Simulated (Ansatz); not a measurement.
Several settings converged on NbZn3 (Pm-3m, 4 atoms in the cell)

```
NbZn3
1.0
    3.89825     0.00000     0.00000
    0.00000     3.89825     0.00000
    0.00000     0.00000     3.89825
Nb Zn
1 3
Direct
  0.00000   0.00000   0.00000
  0.50000   0.00000   0.50000
  0.00000   0.50000   0.50000
  0.50000   0.50000   0.00000
```

Base method: LDA (PW92), default PAW files made with PBE (plane waves; Ansatz, a program for electronic structure).

Base settings: basis.ecutwfc = 420 eV; kpoints.mp_grid.grid = 9 9 9; hamiltonian.xc = lda; hamiltonian.pseudopotentials = {kind: paw} (the program's default PAW files); scf.occupations.method = gaussian; scf.occupations.width = 0.1 eV.

**Zone-centre phonons against the cutoff**

In this ladder: phonons.method = dfpt.

The mesh stays at the base's, so the ladder's end is converged at best in this setting alone.

Frequencies are those of the unrelaxed cell, without the LO-TO term of polar crystals.

Only quantities that move along the ladder and can be compared are tabulated.

| basis.ecutwfc | highest zone-centre frequency (cm⁻¹) | lowest optical frequency (cm⁻¹) |
|---|---|---|
| 210 eV | 199.5 | 116.8 |
| 250 eV | 241.9 | 117.4 |
| 295 eV | 241.7 | 149.0 |
| 355 eV | 234.6 | 138.9 |
| 420 eV | 234.4 | 137.2 |
| 505 eV | 234.4 | 137.3 |
| 630 eV | 234.4 | 137.2 |

Coarsest basis.ecutwfc that holds the lowest optical frequency within 5 cm⁻¹ of the last step, with all finer ones: 355 eV; the step before is off by 12 cm⁻¹.

Coarsest basis.ecutwfc that holds the highest zone-centre frequency within 10 cm⁻¹ of the last step, with all finer ones: 250 eV; the step before is off by 35 cm⁻¹.

Two neighbours can agree and both be off: 250 eV and 295 eV differ by 0.2 cm⁻¹ in the highest zone-centre frequency, yet lie about 7.3 cm⁻¹ from the last step.

**Zone-centre phonons against the mesh**

In this ladder: phonons.method = dfpt.

Frequencies are those of the unrelaxed cell, without the LO-TO term of polar crystals.

Only quantities that move along the ladder and can be compared are tabulated.

| kpoints.mp_grid.grid | highest zone-centre frequency (cm⁻¹) | lowest optical frequency (cm⁻¹) |
|---|---|---|
| 3 3 3 | 231.1 | 139.1 |
| 4 4 4 | 232.5 | 136.3 |
| 5 5 5 | 234.4 | 134.6 |
| 7 7 7 | 233.2 | 138.0 |
| 8 8 8 | 234.0 | 137.8 |
| 10 10 10 | 233.6 | 137.4 |
| 13 13 13 | 234.0 | 137.2 |
| 16 16 16 | 234.0 | 137.1 |
| 19 19 19 | 234.1 | 137.1 |

Coarsest kpoints.mp_grid.grid that holds the highest zone-centre frequency within 1 cm⁻¹ of the last step, with all finer ones: 5 5 5; the step before is off by 1.6 cm⁻¹.

On the base run: the starting cell comes from a database of computed structures (which also holds hypothetical and non-ambient phases and stackings), without a prior relaxation at this level. Its lattice was rescaled by up to half a per cent. Spin polarisation is off. In the base run, with a pressure of about -7 GPa the cell is away from its equilibrium volume at this level.

Keys are those of Ansatz 0.2.
